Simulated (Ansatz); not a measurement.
TiAl3 (I4/mmm, No. 139), treated with r²SCAN in Ansatz (plane waves, PAW).

Settings: plane-wave cutoff 600 eV, 24×24×24 k mesh, Fermi–Dirac smearing 0.036 eV (set by the program), no spin polarisation, scalar-relativistic PAW data made under PBE.

Computed at the level's own relaxed cell.

```yaml
crystal:
  lattice:
    - [-1.91208, 1.91208, 4.28060]
    - [1.91208, -1.91208, 4.28060]
    - [1.91208, 1.91208, -4.28060]
  atoms:
    - { symbol: Ti, position: [0.00000, 0.00000, 0.00000] }
    - { symbol: Al, position: [0.50000, 0.50000, 0.00000] }
    - { symbol: Al, position: [0.75000, 0.25000, 0.50000] }
    - { symbol: Al, position: [0.25000, 0.75000, 0.50000] }
```

**Question.** Give the elastic tensor (Voigt notation, GPa, ions relaxed, in the Cartesian axes of the cell as printed).

**Answer.** 
```
  209.8    92.7    48.5     0.0     0.0     0.0
   92.7   209.8    48.5     0.0     0.0     0.0
   48.5    48.5   239.3     0.0     0.0     0.0
    0.0     0.0     0.0   106.3     0.0     0.0
    0.0     0.0     0.0     0.0   106.3     0.0
    0.0     0.0     0.0     0.0     0.0   141.7
```

Static lattice: no zero-point or thermal effects.

Ansatz is a program for electronic structure.
